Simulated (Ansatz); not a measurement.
## MgSe under load (space group R-3m): band-edge transport data

Consider the following.

```
MgSe
1.0
   -0.01883     2.72215     2.72215
    2.72215    -0.01883     2.72215
    2.72215     2.72215    -0.01883
Mg Se
1 1
Direct
  0.00000   0.00000   0.00000
  0.50000   0.50000   0.50000
```

Calculation: r2SCAN with spin-orbit coupling, rigid bands (plane waves, PAW; Ansatz, an electronic-structure program). Condition of this run: uniaxial stress along [111] of 1 GPa (compression positive) (the target of the relaxation). Cell: cell and atoms relaxed with r2SCAN, then loaded as said.

```json
{
 "band_gap": "2.31 eV",
 "electron conductivity mass (300 K, dilute)": "0.31 mₑ",
 "hole conductivity mass (300 K, dilute)": "0.79 mₑ",
 "effective density of states N_c (300 K)": "1.4e19 cm⁻³",
 "effective density of states N_v (300 K)": "2.2e19 cm⁻³",
 "density_of_states_mass_electrons": "0.66 mₑ",
 "density_of_states_mass_holes": "0.92 mₑ",
 "Seebeck coefficient, n-type 1e19 cm⁻³, 300 K": "-246 μV/K",
 "best n-type power factor at 300 K for τ = 10 fs (best axis; densities from 1e16 to 1e21 cm⁻³ tried, whether or not they can be reached)": "7.1 μW/(cm·K²) at 3e19 cm⁻³",
 "Seebeck coefficient, p-type 1e19 cm⁻³, 300 K": "327 μV/K"
}
```

Rigid bands; masses and Seebeck coefficients take one relaxation time τ for all states and one kind of carrier; polarons and phonon drag are left out.
